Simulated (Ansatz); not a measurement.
# MoPt₂ (Immm, No. 71)

All values below come from PBEsol in Ansatz (PAW).

Settings: plane-wave cutoff 520 eV, 24×24×24 k mesh, Fermi–Dirac smearing 0.05 eV, no spin polarisation, scalar-relativistic PAW data made under PBE.

Cell (relaxed at this level):

```xyz
3
Lattice="-1.3733 1.9652 4.1315 1.3733 -1.9652 4.1315 1.3733 1.9652 -4.1315" Properties=species:S:1:pos:R:3 pbc="T T T"
Mo     0.0000     0.0000     0.0000
Pt     0.0000     0.0000     5.4815
Pt     0.0000     0.0000     2.7815
```

For MoPt₂ (Immm, No. 71), the bulk modulus B0 comes out as 305 GPa and the band gap is zero (no gap). The pressure derivative B′ of the bulk modulus comes out as 5.0.

Note: the relaxation could not lower the start's symmetry, so the cell can be a saddle point above a distorted one; the bulk modulus comes from volumes at which shape and atoms were relaxed.

Spin–orbit coupling is not included.

The computed numbers hold no vibrational or temperature effects.

Ansatz is a program for electronic structure.
